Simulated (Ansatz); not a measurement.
For corundum Ga2O3 (metastable phase), BLYP (Ansatz, a program for electronic structure, plane waves, PAW) gives:

| Quantity | Result |
|---|---|
| equilibrium lattice constant a | 5.102 Å |
| lattice parameter c | 13.771 Å |
| bulk modulus B0 | 183 GPa |
| cohesive energy | 4.35 eV/atom |
| band gap | 2.18 eV |

Problem. What does r²SCAN+rVV10 (Ansatz, PAW) give for the same quantities?

Solution. 
- lattice constant a: 4.976 Å (shrinks by 2.5 %)
- lattice parameter c: 13.400 Å (falls by 2.7 %)
- bulk modulus: 239 GPa (increases by 31 %)
- cohesive energy: 5.06 eV/atom (grows by 0.71 eV/atom)
- band gap: 3.59 eV (increases by 1.41 eV)

For comparison: lattice constant a 4.982 Å (measured, temperature not stated, no zero-point or thermal correction; as tabulated in Marezio, Remeika, J. Chem. Phys. 46, 1862 (1967) (COD 1538347)); lattice parameter c 13.433 Å (measured, temperature not stated, no zero-point or thermal correction; as tabulated in Marezio, Remeika, J. Chem. Phys. 46, 1862 (1967) (COD 1538347)); bulk modulus 220 ± 9 GPa (measured, room temperature, no zero-point or thermal correction, equation of state from high-pressure X-ray diffraction, our sources range from 220 to 252; as tabulated in Phys. Rev. B 77, 094123 (2008), gallium oxide under pressure (UNLV record)).

Changes are worked out from the printed values.

Unless a cell is named, each level is at its own relaxed cell (BLYP 10.35, r²SCAN+rVV10 9.58 Å³/atom).

Levels without +SOC have no spin–orbit coupling; where heavier elements are present it shifts gaps, mostly down, and can invert bands. Density-functional gaps are differences of (generalised) Kohn–Sham levels.

Ansatz's density-functional and Hartree–Fock values are scalar-relativistic unless marked +SOC, with PAW data made under PBE.
